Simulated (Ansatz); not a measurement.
Consider N vacancy in beta Si3N4, charge state +1. The step: a nearby N atom hops onto the vacant site (strongly reconstructed ends); the atom moves 2.84 Å along (-0.30, 0.03, -0.50) of the unit cell; at the end one Si stands off the lattice site; the moving atom starts with neighbours Si at 1.73, Si at 1.75, Si at 1.77 Å and ends with 2 Si at 1.74, Si at 1.75 Å. DFT values are from Ansatz (plane-wave PAW, 420 eV unless said) in a cell of 224 host sites, spin-restricted, static, with no finite-size correction. The charge state is imposed; whether it is stable for some Fermi level was not computed. Forms of the defect that were not tried may lie lower. For the PBE band: the program found a first-order saddle point.

| Level | Forward barrier (eV) | Cost of the band or of the saddle's single point |
|---|---|---|
| PBE, the Γ point alone, band relaxed | 5.04 | roughly 2.5 core-hours |
| PBE, a 2×2×2 k-point mesh shifted by half a step along c, same geometries | 5.09 | about 15 core-minutes (a rough figure) |
| r2SCAN at 500 eV, the Γ point alone, same geometries | … | very roughly 4 core-minutes |
| HSE06, Γ point alone, same geometries | 5.58 | very roughly 30 core-minutes |

What belongs in the gaps?


- r2SCAN at 500 eV, the Γ point alone, same geometries, Forward barrier (eV): 5.52

Ansatz is a program for electronic structure.
